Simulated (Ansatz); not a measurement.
InAgTe2: response to strain

The parent structure is InAgTe2 in the chalcopyrite structure (space group I-42d, No. 122; a = 6.4311 Å, c = 12.7674 Å). Axes: x, y, z lie along a, b, c of the conventional cell.

Strains are applied to the cell and any free atomic positions relax; under biaxial strain the out-of-plane vector relaxes too.

Level of theory: PBEsol in Ansatz (plane waves to 420 eV, PAW, spin-orbit coupling left out).

Notes on the quantities. energy relative to the base: free energy F.

| case | energy relative to the base | band gap | volume per atom |
|---|---|---|---|
| base | 0 meV/atom | 0.08 eV | 33.00 Å³ |
| biaxial strain −3.82 %, plane normal [001], relaxed out of plane | +13 meV/atom | zero | 32.12 Å³ |
| biaxial strain −1.49 %, plane normal [001], relaxed out of plane | +1.9 meV/atom | 0.10 eV | 32.69 Å³ |
| biaxial strain +0.84 %, plane normal [001], relaxed out of plane | +0.6 meV/atom | zero | 33.17 Å³ |
| biaxial strain +2.41 %, plane normal [001], relaxed out of plane | +4.7 meV/atom | zero | 33.45 Å³ |
| uniaxial strain ε_xx = −5.02 % | +15 meV/atom | 0.14 eV | 31.35 Å³ |
| uniaxial strain ε_xx = +1.55 % | +1.4 meV/atom | zero | 33.51 Å³ |
| uniaxial strain ε_yy = −5.48 % | +18 meV/atom | 0.14 eV | 31.19 Å³ |
| uniaxial strain ε_zz = +0.46 % | +0.1 meV/atom | 0.07 eV | 33.15 Å³ |
| tensor shear ε_xy = +2.18 % | +4.0 meV/atom | 0.09 eV | 32.99 Å³ |

With Te present, leaving out spin-orbit coupling can change the band edges. No phonon test of stability was made. The final runs are not spin-polarised. Gaps under 0.05 eV, about the width of the smearing, are given as zero. The zero or small gap of InAgTe2 can change with the level of theory.

Ansatz is a first-principles code.
